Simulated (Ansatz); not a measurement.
PdGeS3 (C2/m, No. 12, 10 atoms in the cell; start mp-541785) was calculated with LDA in Ansatz (PAW).

Numerical settings: plane-wave cutoff 520 eV, 10×10×4 k mesh (along the axes of the cell as run), Fermi–Dirac smearing 0.01 eV, scalar-relativistic PAW data made under PBE.

Cell (relaxed with PBE-D3(BJ)):

```yaml
crystal:
  lattice:
    - [7.04540, -1.73921, 0.01130]
    - [7.04540, 1.73921, 0.01130]
    - [-2.61928, 0.00000, 8.55978]
  atoms:
    - { symbol: Ge, position: [0.08632, 0.08632, 0.31363] }
    - { symbol: Ge, position: [0.91368, 0.91368, 0.68637] }
    - { symbol: Pd, position: [0.38549, 0.38549, 0.02778] }
    - { symbol: Pd, position: [0.61451, 0.61451, 0.97222] }
    - { symbol: S, position: [0.63043, 0.63043, 0.47784] }
    - { symbol: S, position: [0.36957, 0.36957, 0.52216] }
    - { symbol: S, position: [0.17940, 0.17940, 0.14733] }
    - { symbol: S, position: [0.82060, 0.82060, 0.85267] }
    - { symbol: S, position: [0.92044, 0.92044, 0.20956] }
    - { symbol: S, position: [0.07956, 0.07956, 0.79044] }
```

Question: Predict the band gap, smallest direct gap on the k points sampled and direct gap at Γ.

Answer: 
- band gap = 0.93 eV
- smallest direct gap on the k points sampled = 1.16 eV
- direct gap at Γ = 1.83 eV

Note: cell and atoms aren't relaxed at this level (largest force component 0.39 eV/Å, pressure -3.2 GPa).

Spin–orbit coupling is not included.

Computed values are for the static lattice.

Cost on a shared machine: very roughly 100 core-seconds.

A start named mp-… is a Materials Project structure, which need not be a measured phase.

Ansatz is a quantum-chemistry and plane-wave program.
